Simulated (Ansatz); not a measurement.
An Ansatz (a first-principles code) run: ZnCu with a change (biaxial strain +0.42 %, plane normal [111], relaxed out of plane); Ansatz PBEsol, no spin-orbit coupling.

Input:

Ansatz 0.2 input:
```yaml
crystal:
  lattice:
    - [4.1304953029, 0, 0]
    - [2.0652476515, 3.5771138625, 0]
    - [2.0652476515, -1.1923712875, 1.675688592]
  atoms:
    - { symbol: Zn, position: [0, 0.5, 0.5] }
    - { symbol: Cu, position: [0, 0, 0] }
basis: { ecutwfc: 420, ecutrho_ratio: 4, xc_grid: 2, fft_grid_basis: typed }
kpoints: { mp_grid: { grid: [20, 20, 20] } }
hamiltonian:
  xc: pbesol
  dispersion: none
  pseudopotentials: { kind: paw }
scf: { occupations: { method: fermi_dirac, width: 0.1 } }
relax: { f_tol: 0.005, max_steps: 50, cell: { stress_tol: 0.01, fix: [a, b, gamma] } }
output: { forces: true, stress: true }
checkpoint: { write: state.ck, write_every: 1000 }
```

Output (explanatory and most iteration lines left out):

```
Relaxation: its limit of steps is 50 (relax.max_steps)
Pseudopotential: Zn, paw, valence charge 12
Pseudopotential: Cu, paw, valence charge 19
Crystal: 2 atoms, lattice volume = 24.759 Å³
Basis set: ecut = 420 eV, 461 PW (Γ), exchange–correlation on 60×60×40 points (8 copies of the dense FFT grid, shifted against one another)
Bands: 20, of which v1, the nominal top of the filled ones, is band 16 counted from 1 (15 counted from 0)
Symmetry: 12 space group operations
Space group: R-3m (ITA 166), of the structure as read, at distance tolerance 2.9e-5 Å
k-points: 781 of 8000
Functional: x = pbesol(κ = 0.804, μ = 0.12345679012345678), c = pbesol(β = 0.046)
SCF iter   1: F=—  HF=-9869.895299 eV  |F-HF|=—  |Δ(HF+E_count)|=         —  Δρ=1.39e-2  dr2=2.58e-2  ethr=1.77e-3  ⟨swp⟩=5.3  Hψ=66328  notcnv=0
SCF iter   2: F=—  HF=-9869.890259 eV  |F-HF|=—  |Δ(HF+E_count)|=   5.04e-3  Δρ=2.84e-3  dr2=1.30e-3  ethr=8.32e-5  ⟨swp⟩=2.0  Hψ=29545  notcnv=0  defer=62
SCF 1 converged in 6 iterations: F = -9869.889884 eV  dr2 = 4.72e-9
relax step   1: F+E_penalty+E_count = -9869.88988446 eV  Δ(F+E_penalty+E_count) = +0.000e0 eV  max|allowed force component| = 9.203e-30 eV/Å  Δτ_max = 0.0000 Å  P = -0.839 GPa  Ω = 24.759 Å³  fix = [a, b, gamma]  reactions: a -1.259, b -1.259 GPa  (6 SCF iters, dr2 threshold 1.00e-7 eV, accepted)
Crystal: 2 atoms, lattice volume = 24.759 Å³
SCF iter   1: F=—  HF=-9869.889883 eV  |F-HF|=—  |Δ(HF+E_count)|=         —  Δρ=8.15e-6  dr2=4.38e-9  ethr=3.14e-8  ⟨swp⟩=3.1  Hψ=113371  notcnv=0
SCF iter   2: F=—  HF=-9869.889884 eV  |F-HF|=—  |Δ(HF+E_count)|=   1.60e-6  Δρ=4.97e-6  dr2=3.28e-9  ethr=1.41e-11  ⟨swp⟩=2.3  Hψ=29163  notcnv=0
SCF 2 converged in 6 iterations: F = -9869.889884 eV  dr2 = 8.03e-15
SCF converged after 6 iterations
Free energy (F): -9869.889884 eV
Internal energy: -9869.873553 eV  (E = F + TS)
E sigma→0 (E₀):  -9869.881719 eV
Entropy (-TS):   -0.016331 eV (-8.166 meV/atom)
Fermi energy:    14.922636 eV
--- Forces (eV/Å), atoms counted from 1 ---
  atom   1  Zn    -0.00000000     0.00000000     0.00000000
  atom   2  Cu     0.00000000     0.00000000     0.00000000
--- Stress (GPa, compression-positive) ---
       -1.258908       0.000000       0.000000
        0.000000      -1.258908       0.000000
        0.000000       0.000000       0.000922
  P = ⅓ Tr σ = -0.8390 GPa (-8.390 kbar)
--- Relaxed structure (1 steps of the walk, 1 accepted, 1 SCFs on fresh bases) ---
  cell:  # Å, volume = 24.7587 Å³
    - [4.130495302886317, -2.886748691212835e-11, -8.216505787696113e-11]
    - [2.0652476514681584, 3.577113862497416, -4.108261727738036e-11]
    - [2.0652476514681584, -1.1923712875183838, 1.6756885919589175]
  atoms:
    - { symbol: Zn, position: [5.551115123125783e-17, 0.4999999999999999, 0.49999999999999994] }
    - { symbol: Cu, position: [0.0, 0.0, 0.0] }
```

No phonon test of stability was made. All final runs are without spin polarisation. The cell was made from ZnCu in the CsCl type structure (space group Pm-3m, No. 221) by this change: biaxial strain +0.42 %, plane normal [111], relaxed out of plane.
